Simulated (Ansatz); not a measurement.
A (12,0) blue phosphorus nanotube, relaxed period 5.655 Å, atoms relaxed at each strain.

| strain | energy (meV a period) | axial force (nN) |
|---|---|---|
| -0.015 | +117.7 | -4.49 |
| +0.015 | +111.6 | +4.16 |

Computed with PBE (plane waves to 420 eV, PAW; Ansatz, an electronic-structure program). Mesh 1×1×6. No spin polarisation. Periodic along z alone, with about 11 Å of vacuum beside it. A hypothetical model, rolled from the flat sheet. It keeps the symmetry and period of its start, so it need not be a minimum against all distortions. Buckling under compression is shut out by symmetry and the short period. Energies are free energies at a Fermi–Dirac width of 0.02 eV, from the unstrained cell.

Mean diameter 12.74 Å.

Problem. Work out the axial stiffness dF/dε in two ways, and what it means for a modulus.

Solution. From the forces: (+4.16 − (-4.49))/0.030 = 288 nN. From the energies: (E₊ + E₋)/(ε² c) = 0.2293 eV/(0.015² × 5.655 Å) = 180.2 eV/Å = 289 nN. The two agree to within 1 %. Spread over the circumference π × 12.74 Å, the force value is a sheet stiffness of 72 N/m.
